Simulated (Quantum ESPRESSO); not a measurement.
Input and output of a self-consistent single point for SrMg₃O₄ (Pm-3m, 8 atoms in the cell) (Quantum ESPRESSO).

Level of theory: PW91, GBRV 1.5 ultrasoft (PBE) pseudopotentials (plane waves; Quantum ESPRESSO).

```
CELL_PARAMETERS angstrom
      4.50596     0.00000     0.00000
      0.00000     4.50596     0.00000
      0.00000     0.00000     4.50596
ATOMIC_POSITIONS crystal
  Sr 0.00000 0.00000 0.00000
  Mg 0.00000 0.50000 0.50000
  Mg 0.50000 0.00000 0.50000
  Mg 0.50000 0.50000 0.00000
  O  0.50000 0.00000 0.00000
  O  0.00000 0.50000 0.00000
  O  0.00000 0.00000 0.50000
  O  0.50000 0.50000 0.50000
```

Reference input (self-consistent single point, DFT, PBEsol, plane waves, GBRV 1.5 ultrasoft (PBESOL) pseudopotentials): ecutwfc = 40 Ry; ecutrho = 200 Ry; occupations = fixed; potentials = {Sr: sr_pbesol_v1.uspp.F.UPF, Mg: mg_pbesol_v1.4.uspp.F.UPF, O: o_pbesol_v1.2.uspp.F.UPF}; K_POINTS = automatic 6 6 6 0 0 0; nbnd = 38; conv_thr = 1e-09 Ry. This run's input differs from it in these lines:

```diff
@@ -17,2 +17,3 @@
   nbnd = 38
+  input_dft = 'pw91'
 /
@@ -22,5 +23,5 @@
 ATOMIC_SPECIES
-Sr    87.6200  sr_pbesol_v1.uspp.F.UPF
-Mg    24.3050  mg_pbesol_v1.4.uspp.F.UPF
-O     15.9990  o_pbesol_v1.2.uspp.F.UPF
+Sr    87.6200  sr_pbe_v1.uspp.F.UPF
+Mg    24.3050  mg_pbe_v1.4.uspp.F.UPF
+O     15.9990  o_pbe_v1.2.uspp.F.UPF
 ATOMIC_POSITIONS crystal
```

Log, with long lists cut:

```
     Self-consistent Calculation

     iteration #  1     ecut=    40.00 Ry     beta= 0.70

     negative rho (up, down):  6.285E-02 0.000E+00

     total energy              =    -575.71920659 Ry
     estimated scf accuracy    <       1.92139577 Ry

     iteration #  2     ecut=    40.00 Ry     beta= 0.70

     negative rho (up, down):  6.374E-02 0.000E+00

     total energy              =    -576.10453421 Ry
     estimated scf accuracy    <       2.67369368 Ry

     iteration #  3     ecut=    40.00 Ry     beta= 0.70

     negative rho (up, down):  6.379E-02 0.000E+00

     total energy              =    -576.60202028 Ry
     estimated scf accuracy    <       0.02224943 Ry

   [... 6 blocks of this kind left out ...]

     iteration # 10     ecut=    40.00 Ry     beta= 0.70

     negative rho (up, down):  6.402E-02 0.000E+00

     total energy              =    -576.61328253 Ry
     estimated scf accuracy    <          9.0E-09 Ry

     iteration # 11     ecut=    40.00 Ry     beta= 0.70

     negative rho (up, down):  6.402E-02 0.000E+00
     End of self-consistent calculation

     highest occupied, lowest unoccupied level (ev):     8.4949   10.8108

!    total energy              =    -576.61328253 Ry
     estimated scf accuracy    <          1.1E-10 Ry

     convergence has been achieved in  11 iterations

     negative rho (up, down):  6.402E-02 0.000E+00

     Forces acting on atoms (cartesian axes, Ry/au):

     atom    1 type  1   force =     0.00000000    0.00000000    0.00000000
   [... zero for the other atoms too ...]

     Total force =     0.000000     Total SCF correction =     0.000000

     negative rho (up, down):  6.402E-02 0.000E+00
          total   stress  (Ry/bohr**3)                   (kbar)     P=       89.46
   0.00060813   0.00000000   0.00000000           89.46        0.00        0.00
   0.00000000   0.00060813   0.00000000            0.00       89.46        0.00
   0.00000000   0.00000000   0.00060813            0.00        0.00       89.46

   JOB DONE.
```

The run converged in 11 iterations. Against the reference run the pressure goes from 5.14 to 8.95 GPa and the gap on the mesh goes from 2.183 to 2.316 eV.

The starting cell comes from a database of computed structures (which also holds hypothetical and non-ambient phases and stackings), without a prior relaxation at this level. Its lattice was rescaled by a random factor within 2.5 % of one. With a pressure of about 9 GPa the cell is away from its equilibrium volume at this level.

Cost on one core of a shared machine: roughly 30 s.
